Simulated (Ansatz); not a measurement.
GaSb: carrier doping

The parent structure is GaSb in the zinc blende structure (space group F-43m, No. 216; a = 6.132 Å).

Carriers are added at fixed cell with a uniform background; the Fermi–Dirac width is that of 300 K.

Method: r2SCAN (Ansatz, a first-principles code), scalar-relativistic without spin-orbit coupling.

Notes on the quantities. Fermi level from band edge: Fermi level relative to the doped band's edge (positive inside the band; to 0.05 eV).

| variant | Fermi level from band edge | gap between the host's bands |
|---|---|---|
| undoped | – | 0.41 eV |
| electrons 1.0×10^21 cm⁻³ | +0.70 eV | 0.41 eV |
| electrons 3.0×10^21 cm⁻³ | +0.95 eV | 0.41 eV |
| electrons 5.0×10^21 cm⁻³ | +1.05 eV | 0.42 eV |
| electrons 1.0×10^22 cm⁻³ | +1.25 eV | 0.42 eV |
| holes 1.0×10^21 cm⁻³ | +0.35 eV | 0.41 eV |
| holes 3.0×10^21 cm⁻³ | +0.65 eV | 0.41 eV |
| holes 5.0×10^21 cm⁻³ | +0.85 eV | 0.41 eV |
| holes 1.0×10^22 cm⁻³ | +1.15 eV | 0.41 eV |

Carriers are added with a uniform compensating background; total energy and stress of such cells depend on the potential's zero and are not compared; many-body gap narrowing is missing at this level. Spin-orbit coupling, missing from the scalar runs, can matter with Sb. No phonon test of stability was made.
